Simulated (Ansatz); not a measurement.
## Hypothetical ReO3 type ScCl3: pressure series

Take ScCl$_{3}$ in the ReO3 type structure (space group Pm-3m, No. 221; a = 4.987 Å; a hypothetical phase, not in the database extracts checked) as the base.

Cell and atoms are relaxed at each pressure.

Computed with PBE/PAW in Ansatz (a first-principles code), scalar-relativistic without spin-orbit coupling.

```json
[
 {"P (GPa)": "-1.99", "V (Å³/atom)": "32.706"},
 {"P (GPa)": "-1.00", "V (Å³/atom)": "31.792"},
 {"P (GPa)": "0.30", "V (Å³/atom)": "30.790"},
 {"P (GPa)": "0.70", "V (Å³/atom)": "30.509"},
 {"P (GPa)": "1.50", "V (Å³/atom)": "29.992"},
 {"P (GPa)": "2.99", "V (Å³/atom)": "29.134"},
 {"P (GPa)": "4.99", "V (Å³/atom)": "28.161"},
 {"P (GPa)": "7.50", "V (Å³/atom)": "27.132"},
 {"P (GPa)": "10.00", "V (Å³/atom)": "26.266"}
]
```

Task: Fit a third-order Birch–Murnaghan equation of state.

Result: Least squares on P(V) = (3B₀/2)[(V₀/V)^(7/3) − (V₀/V)^(5/3)]·[1 + (3/4)(B₀′ − 4)((V₀/V)^(2/3) − 1)] gives V₀ = 31.01 Å³/atom, B₀ = 42 GPa and B₀′ = 4.3.

Between the base and pressure 5 GPa the gap moves from 2.64 eV to 2.72 eV, a mean slope of 17 meV/GPa.

Load acts through the strain it causes; cell and atoms are relaxed under it. Stability against distortions was not tested. Competing high-pressure phases were not computed. The final runs are not spin-polarised.
